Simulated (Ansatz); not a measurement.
For LaC₂ (I4/mmm, No. 139), PBEsol (Ansatz, an electronic-structure program, plane waves, PAW) gives:

| Item | Value |
|---|---|
| lattice constant a | 3.892 Å |
| lattice parameter c | 6.529 Å |

Problem. What does r²SCAN (Ansatz, plane waves, PAW) give for the same quantities?

Solution. 
- lattice constant a: 3.954 Å (goes up by 1.6 %)
- lattice parameter c: 6.575 Å (grows by 0.7 %)

Changes are worked out from the printed values.

Unless a cell is named, each level is at its own relaxed cell (PBEsol 16.48, r²SCAN 17.14 Å³/atom).

Ansatz's density-functional and Hartree–Fock values are scalar-relativistic unless marked +SOC, with PAW data made under PBE.
